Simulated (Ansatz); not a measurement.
## What isotropic strain −1.00 % does to GaSb

Base system: GaSb in the zinc blende structure (space group F-43m, No. 216; a = 6.2134 Å).

It is then changed as follows: every lattice vector is shortened by 1.00 %; the atoms relax in the strained cell.

All numbers come from PBE (Ansatz, a quantum-chemistry and plane-wave program; PAW; 420 eV plane waves; without spin-orbit coupling). Γ-centred 13×13×13 mesh, Fermi–Dirac width 0.05 eV.

The volume per atom decreases by 0.891 Å³ to 29.09 Å³ and the space group is still F-43m (No. 216). The shortest interatomic distance drops by 0.051 bohr to 5.033 bohr and the energy rises by 4.0 meV/atom. The band gap remains zero.

Spin-orbit coupling, missing from the scalar runs, can matter with Sb. Whether these cells are dynamically stable was not tested. The final runs are not spin-polarised. A zero or small gap of GaSb can be the functional's error rather than a property of the material.
